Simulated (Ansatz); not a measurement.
MgV₂O₆ (C2/m), PBEsol, rigid bands run with Ansatz (a program for electronic structure). Band gap 2.55 eV, N_c = 4.96e20 cm⁻³ and N_v = 1.93e20 cm⁻³ at 300 K, conductivity masses along z (a = (4.93, -1.73, 0.35) Å; b = (4.93, 1.73, 0.35) Å; c = (-1.49, 0.00, 6.83) Å) of 4.45 mₑ (electrons) and 5.56 mₑ (holes). Take k_BT = 0.02585 eV.

Find the intrinsic carrier density and the intrinsic Fermi level.

n_i = √(N_c N_v) exp(−E_g/2k_BT) = 3.09e20 × exp(−49.32) = 1.2e-1 cm⁻³. The level lies (k_BT/2) ln(N_v/N_c) = -12 meV from mid-gap (positive towards the conduction band). Each 0.1 eV added to the gap lowers n_i by a factor of 6.9.

What thermal injection velocity √(2k_BT/πm) limits a ballistic channel along the direction named?

2.55e6 cm/s for electrons and 2.28e6 cm/s for holes, a ratio of √(m_h/m_e) = 1.12, for dilute carriers.

A film of it is 2 nm thick, with its normal along the direction named. Estimate the confinement energies in an infinite well.

ħ²π²/(2m t²) = 0.376 eV·nm²/(m/mₑ × t²) gives 21.1 meV for electrons and 16.9 meV for holes, so the gap would widen to about 2.59 eV. Finite barriers and nonparabolic bands lower this, and with several valleys or bands the heaviest mass along the normal sets the lowest level, not this average.

Rigid bands with the computed gap; masses take one relaxation time for all states. Spin-orbit coupling is left out; where it splits the top of the valence band, N_v and the p-type Seebeck coefficient come out somewhat high without it.

Formula and space group known from diffraction (Crystallography Open Database), not checked to be the room-temperature form: MgV2O6 (C2/m). Treated as nonmagnetic, magnetic states not searched for: MgV2O6 (C2/m).
